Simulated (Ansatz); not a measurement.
Results of PBE0 (Ansatz, a program for electronic structure, plane waves, PAW) for zinc-blende NaCl (model structure).

Numerical settings: plane-wave cutoff 500 eV, 6×6×6 k mesh, gaussian smearing 0.02 eV, scalar-relativistic PAW data made under PBE.

Cell (relaxed with r²SCAN):

NaCl is modelled in the cubic space group F-43m (No. 216), the zinc blende structure, Pearson symbol cF8. Lattice parameters: a = b = c = 6.176 Å, α = β = γ = 90.00°. Na on 4a is coordinated by 4 Cl at 2.674 Å (tetrahedral). Cl on 4d has 4 Na at 2.674 Å (tetrahedral). (Neighbours: up to the widest gap in distance over summed covalent radii, below 1.35, at either atom; cation-cation and far metal-metal contacts left out.)
(The calculation used a cell of 2 atoms; values per cell refer to that cell.)

Problem. Estimate the band gap that the calculation returns.

Solution. 
band gap: 6.99 eV (on the SCF k mesh)

Note: the relaxation could raise the start's symmetry but not lower it, so the cell can be a saddle point; cell and atoms aren't relaxed at this level (pressure 0.3 GPa).

The computed numbers hold no vibrational or temperature effects.

Cost on a shared machine: roughly 50 core-seconds.

A model structure was made by putting elements into a prototype or built by hand; it is no filed structure, need not be a known phase, and can be a saddle point held by its symmetry.
